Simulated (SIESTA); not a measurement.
# A self-consistent single point of TiO₂ (I4_1/amd, 6 atoms in the cell) with SIESTA

Method of the run: LDA PW92, numerical atomic orbitals DZP, PseudoDojo LDA standard norm-conserving potentials (rewritten from UPF to PSML) in SIESTA 5.4.2.

This input was run:

```
# files in the folder: Ti.psml O.psml (PseudoDojo LDA standard)
SystemName  TiO2
SystemLabel TiO2

NumberOfAtoms                6
NumberOfSpecies              2
%block ChemicalSpeciesLabel
  1 22 Ti
  2 8 O
%endblock ChemicalSpeciesLabel
LatticeConstant              5.429195 Ang
%block LatticeVectors
    -0.346835581    0.346835581    0.871441346
     0.346835581   -0.346835581    0.871441346
     0.346835581    0.346835581   -0.871441346
%endblock LatticeVectors
AtomicCoordinatesFormat      Fractional
%block AtomicCoordinatesAndAtomicSpecies
     0.750000000    0.250000000    0.500000000  1
     0.000000000    0.000000000    0.000000000  1
     0.542000000    0.042000000    0.500000000  2
     0.792000000    0.792000000    0.000000000  2
     0.208000000    0.208000000    0.000000000  2
     0.958000000    0.458000000    0.500000000  2
%endblock AtomicCoordinatesAndAtomicSpecies

XC.functional                LDA
XC.authors                   PW92
PAO.BasisSize                DZP
PAO.EnergyShift              0.005 Ry
MeshCutoff                   300 Ry
%block kgrid.MonkhorstPack
    4   0   0  0.0
    0   4   0  0.0
    0   0   4  0.0
%endblock kgrid.MonkhorstPack
OccupationFunction           FD
ElectronicTemperature        0.02 eV

MaxSCFIterations             150
SCF.Mixer.Method             Broyden
SCF.Mixer.Weight             0.25
SCF.Mixer.History            6
SCF.DM.Tolerance             1.0E-04
Diag.ParallelOverK           true
WriteForces                  true
Charge.Mulliken              end
```

Log, with long lists cut:

```
reinit: Reading from file input.fdf

reinit: System Name: TiO2
reinit: System Label: TiO2

coor:   Atomic-coordinates input format  =     Fractional

siesta: Atomic coordinates (Bohr) and species
siesta:      0.00000   3.55843   4.47036  1        1
siesta:      0.00000   0.00000   0.00000  1        2
siesta:      0.00000   3.55843   0.75102  2        3
siesta:      0.00000   0.00000  14.16210  2        4
siesta:      0.00000   0.00000   3.71934  2        5
siesta:      0.00000   3.55843   8.18970  2        6

siesta: System type = bulk

initatomlists: Number of atoms, orbitals, and projectors:      6    90    88

siesta: ******************** Simulation parameters ****************************
redata: Spin configuration                          = none
redata: Time-Reversal Symmetry                      = T
redata: Number of Atomic Species                    =        2
redata: Mesh Cutoff                                 =   300.0000 Ry
redata: Net charge of the system                    =     0.0000 |e|
redata: Min. number of SCF Iter                     =        0
redata: Max. number of SCF Iter                     =      150
redata: SCF convergence failure will abort job
redata: SCF mix quantity                            = Hamiltonian
redata: Mix DM or H after convergence               =   F
redata: Recompute H after scf cycle                 =   F
redata: Mix DM in first SCF step                    =   T
redata: No kicks to SCF
redata: DM Mixing Weight for Kicks                  =     0.5000
redata: Require Harris convergence for SCF          =   F
redata: Harris energy tolerance for SCF             =     0.000100 eV
redata: Require DM convergence for SCF              =   T
redata: DM tolerance for SCF                        =     0.000100
redata: Require EDM convergence for SCF             =   F
redata: EDM tolerance for SCF                       =     0.001000 eV
   [... lines left out ...]
diag: Parallel distribution                         =     1 x     1
diag: Used triangular part                          = Lower
diag: Absolute tolerance                            =  0.100E-15
diag: Orthogonalization factor                      =  0.100E-05
diag: Memory factor                                 =  1.0000

superc: Internal auxiliary supercell:     7 x     5 x     7  =     245
superc: Number of atoms, orbitals, and projectors:   1470  22050  21560

                        Single-point calculation

superc: Internal auxiliary supercell:     7 x     5 x     7  =     245
superc: Number of atoms, orbitals, and projectors:   1470  22050  21560

outcell: Unit cell vectors (Ang):
       -1.883038    1.883038    4.731225
        1.883038   -1.883038    4.731225
        1.883038    1.883038   -4.731225

outcell: Cell vector modules (Ang)   :    5.429195    5.429195    5.429195
outcell: Cell angles (23,13,12) (deg):    139.4122    139.4122     58.7469
outcell: Cell volume (Ang**3)        :     67.1045
new_DM -- step:     1
Initializing Density Matrix...

Attempting to read DM from file... Failed...
DM filled with atomic data:

InitMesh: MESH = 48 x 48 x 32 = 73728
InitMesh: Mesh cutoff (required, used) =   300.000   320.539 Ry

stepf: Fermi-Dirac step function
        iscf     Eharris(eV)        E_KS(eV)     FreeEng(eV)     dDmax    Ef(eV) dHmax(eV)
   scf:    1    -4958.442090    -5013.773588    -5013.773588  1.805379 -7.506526 13.086927
   scf:    2    -5042.550692    -5034.028282    -5034.028282  0.230454 -6.804420  2.318797
   scf:    3    -5034.211769    -5034.374065    -5034.374065  0.068256 -7.388158  0.587083
   scf:    4    -5034.308853    -5034.396982    -5034.396982  0.021311 -7.283826  0.606403
   scf:    5    -5034.320029    -5034.402761    -5034.402761  0.038303 -7.546969  0.537534
   scf:    6    -5034.436929    -5034.428942    -5034.428942  0.012317 -7.424604  0.033870
   scf:    7    -5034.426083    -5034.428153    -5034.428153  0.003091 -7.390383  0.099736
   scf:    8    -5034.429255    -5034.429055    -5034.429055  0.002506 -7.414079  0.001210
   scf:    9    -5034.429055    -5034.429055    -5034.429055  0.000115 -7.413804  0.000631
   scf:   10    -5034.429055    -5034.429055    -5034.429055  0.000067 -7.413679  0.000320
SCF Convergence by DM+H criterion
max |DM_out - DM_in|         :     0.0000671965
max |H_out - H_in|      (eV) :     0.0003197249
SCF cycle converged after 10 iterations

Using DM_out to compute the final energy and forces

siesta: E_KS(eV) =            -5034.4291

siesta: E_KS - E_eggbox =     -5034.4291

siesta: Atomic forces (eV/Ang):
     1    0.000254   -0.000254    0.000000
     2   -0.000254    0.000254   -0.000000
     3    0.000099   -0.000038   -0.093161
     4   -0.000038    0.000099   -0.093161
     5   -0.000099    0.000038    0.093161
     6    0.000038   -0.000099    0.093161
   Tot    0.000000   -0.000000    0.000000
   Max    0.093161
   Res    0.043917    sqrt( Sum f_i^2 / 3N )
   Max    0.093161    constrained

Stress tensor Voigt[x,y,z,yz,xz,xy] (kbar):       12.65       12.65       -9.74        0.02        0.02        0.02
(Free)E + p*V (eV/cell)    -5034.6463
Target enthalpy (eV/cell)    -5034.4291

siesta: Program's energy decomposition (eV):
siesta: Ebs     =     -1212.482775
siesta: Eions   =      7393.612508
siesta: Ena     =      1049.307153
siesta: Ekin    =      2467.460172
siesta: Enl     =      -265.901246
siesta: Eso     =         0.000000
siesta: Edftu   =         0.000000
siesta: DEna    =        23.066460
siesta: DUscf   =         3.006127
siesta: DUext   =         0.000000
siesta: Ex      =      -826.942416
siesta: Ec      =       -90.812797
siesta: Exc     =      -917.755213
siesta: Eharris =     -5034.429055
siesta: Etot    =     -5034.429055
siesta: FreeEng =     -5034.429055

siesta: Atomic forces (eV/Ang):
siesta:      1    0.000254   -0.000254    0.000000
siesta:      2   -0.000254    0.000254   -0.000000
siesta:      3    0.000099   -0.000038   -0.093161
siesta:      4   -0.000038    0.000099   -0.093161
siesta:      5   -0.000099    0.000038    0.093161
siesta:      6    0.000038   -0.000099    0.093161
siesta: ----------------------------------------
siesta:    Tot    0.000000   -0.000000    0.000000

siesta: Stress tensor (static) (eV/Ang**3):
siesta:     0.007896    0.000015    0.000012
siesta:     0.000015    0.007896    0.000012
siesta:     0.000012    0.000012   -0.006081

   [... lines left out ...]
siesta: Cell volume =         67.104518 Ang**3
   [... lines left out ...]
siesta:          -5.18686626         -4.00237221  kBar

mulliken: Atomic and Orbital Populations:

Species: Ti
Atom  Qatom  Qorb
               3s      4s      4s      3py     3pz     3px     4py     4pz
               4px     3dxy    3dyz    3dz2    3dxz    3dx2-y2 3dxy    3dyz
               3dz2    3dxz    3dx2-y2
   1 10.706   1.928   0.236   0.106   1.963   1.949   1.963   0.211   0.180
              0.211   0.340   0.288   0.347   0.288   0.326   0.016   0.025

              0.141   0.025   0.160
   2 10.706   1.928   0.236   0.106   1.963   1.949   1.963   0.211   0.180
              0.211   0.340   0.288   0.347   0.288   0.326   0.016   0.025

              0.141   0.025   0.160

Species: O
Atom  Qatom  Qorb
               2s      2s      2py     2pz     2px     2py     2pz     2px
               3Pdxy   3Pdyz   3Pdz2   3Pdxz   3Pdx2-y2
   3  6.647   1.908  -0.075   1.656   1.748   1.742  -0.097  -0.136  -0.126
              0.006   0.009   0.006   0.004   0.004
   4  6.647   1.908  -0.075   1.742   1.748   1.656  -0.126  -0.136  -0.097
   [... 5 lines left out ...]

mulliken: Qtot =       48.000

Mulliken Atomic Populations:
Atom #   charge [q] valence [e]  Species
     1     1.293983   10.706017  Ti
     2     1.293983   10.706017  Ti
     3    -0.646992    6.646992  O
     4    -0.646992    6.646992  O
     5    -0.646992    6.646992  O
     6    -0.646992    6.646992  O
 Total     0.000000
```

The run converged in 10 iterations.

The starting cell has typed, rounded lattice constants, without a prior relaxation at this level. Its lattice was rescaled by up to half a per cent. Values carry the incompleteness of an atom-centred basis.
